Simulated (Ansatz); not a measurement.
Start from InPt$_{3}$ in the Cu3Au type structure (space group Pm-3m, No. 221; relaxed with 0.1 eV smearing).

```
InPt3
1.0
    3.99389     0.00000     0.00000
    0.00000     3.99389     0.00000
    0.00000     0.00000     3.99389
In Pt
1 3
Cartesian
  0.00000   0.00000   0.00000
  0.00000   1.99695   1.99695
  1.99695   0.00000   1.99695
  1.99695   1.99695   0.00000
```

Cartesian axes are those of the cell as printed.

Calculations: PBEsol (Ansatz, an electronic-structure program), without spin-orbit coupling.

Modification: uniaxial strain ε_zz = +1.73 %, all other strain components held at zero; the atoms relax in the strained cell.

Predict the stress tensor and what it implies for the stiffness.

Stress of the strained cell less that of the base (GPa, compression positive):
```
   -3.1     0.0     0.0
    0.0    -3.1     0.0
    0.0     0.0    -4.9
```

Then −Δσ_ii/ε with ε = 0.0173 gives secant stiffness values (nonlinear terms included at this strain): C33 ≈ 282 GPa, C13 ≈ 179 GPa and C23 ≈ 179 GPa.

As a check, the harmonic strain energy −½ V₀ Δσ:ε is 4.2 meV/atom; the computed energy rise is 4.3 meV/atom.

No phonon test of stability was made. All final runs are without spin polarisation.
